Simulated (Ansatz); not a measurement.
Start from Au in the fcc (Cu type) structure (space group Fm-3m, No. 225; a = 4.1573 Å).

(Cell as relaxed with PBE.)

Levels (all Ansatz, an electronic-structure program, PAW, earlier PAW set): PBE (420 eV, without spin-orbit coupling); r2SCAN (500 eV, without spin-orbit coupling).

Each level relaxes its own structure.

```
base                      PBE    r2SCAN
-------------------  --------  --------
volume per atom      17.96 Å³  17.53 Å³
lattice parameter a   4.157 Å   4.124 Å
band gap                 zero      zero
```

The change: Pt takes the place of Au on all its sites, then cell and atoms are relaxed.

```tsv
quantity	PBE	r2SCAN
band gap	zero	(withheld)
shortest interatomic distance	2.807 Å	(withheld)
```

Problem. Predict the r2SCAN column.

Solution. 
- band gap, r2SCAN: zero
- shortest interatomic distance, r2SCAN: 2.786 Å

PBE's shortest interatomic distance lies 0.021 Å above r2SCAN's (0.8 %); the two agree on the band gap. Neither level is exact; r2SCAN is the comparison here, not a measurement.

Stability against distortions was not tested. All final runs are without spin polarisation.
